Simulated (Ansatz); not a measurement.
Base system: ZnS in the zinc blende structure (space group F-43m, No. 216; a = 5.357 Å). Axes: x, y, z lie along the cube axes.

Calculations: plane-wave PAW DFT at the PBEsol level (Ansatz, a quantum-chemistry and plane-wave program, 420 eV), without spin-orbit coupling.

Before the change:

The valley order comes out as Γ 2.09 eV; X along ⟨100⟩ 3.17 eV; L along ⟨111⟩ 3.24 eV. The valence-band top at Γ comes out as 0.00, 0.00, 0.00 eV.

The change: biaxial strain −4.52 %, plane normal [110], relaxed out of plane (Cartesian); in-plane vectors clamped, the third vector and the atoms free.

**Question.** What happens to the valley order, out-of-plane strain and valence-band top at Γ?

**Answer.** The valley order (the lowest conduction-band minima on the path, energy above the VBM, named in the base's zone) becomes Γ 1.99 eV; X along [001] 2.22 eV; L along [1-11] 2.69 eV; X along [100] 2.91 eV (base: Γ 2.09 eV; X along ⟨100⟩ 3.17 eV; L along ⟨111⟩ 3.24 eV); the out-of-plane strain is +3.92 %; the valence-band top at Γ (three highest levels, from the VBM) becomes 0.00, -0.16, -0.48 eV (base: 0.00, 0.00, 0.00 eV).

The levels and masses belong to the bands next to the band gap. Whether these cells are dynamically stable was not tested.
